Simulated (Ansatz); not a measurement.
Base system: HgS in the zinc blende structure (space group F-43m, No. 216).

```xyz
2
Lattice="0.0000 2.9379 2.9379 2.9379 0.0000 2.9379 2.9379 2.9379 0.0000" Properties=species:S:1:pos:R:3 pbc="T T T"
Hg     0.0000     0.0000     0.0000
S      4.4069     4.4069     4.4069
```

All numbers come from PBEsol (Ansatz, a first-principles code), no SOC.

Before the change:

```
Quantity   Result
--------  -------
Pressure  0.0 GPa
```

The change: an isotropic linear strain of +1.43 %, atoms relaxed at fixed cell.

### Question
What happens to the pressure and energy relative to the base?

### Answer
The pressure goes from zero to -2.3 GPa; the energy rises by 8.3 meV/atom.

The mesh was chosen for an insulator and is coarse for the gapless case. No phonon test of stability was made. The final runs are not spin-polarised.
